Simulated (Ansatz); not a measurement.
Consider InSb in the zinc blende structure (space group F-43m, No. 216; a = 6.450 Å). Axes: x, y, z lie along the cube axes.

Method: Ansatz (a quantum-chemistry and plane-wave program) LDA, no spin-orbit coupling.

Base values:

```
Quantity                         Value
-----------------------------  -------
Pressure                       0.0 GPa
Shortest interatomic distance  2.793 Å
Band gap                          zero
```

The change: uniaxial strain ε_zz = +2.50 %, all other strain components held at zero, atoms relaxed at fixed cell.

Question: What happens to the pressure?

Answer: The pressure (mean of the normal stresses, compression positive) goes from zero to -1.1 GPa.

Question: Predict the new shortest interatomic distance.

Answer: The shortest interatomic distance rises by 0.023 Å (2.793 Å → 2.816 Å).

Question: How does this affect the energy relative to the base?

Answer: The energy grows by 4.2 meV/atom.

Question: Predict the new band gap.

Answer: The band gap stays zero.

Spin-orbit coupling, missing from the scalar runs, can matter with Sb. Stability against distortions was not tested. The final runs are not spin-polarised. The zero or small gap of InSb can change with the level of theory.
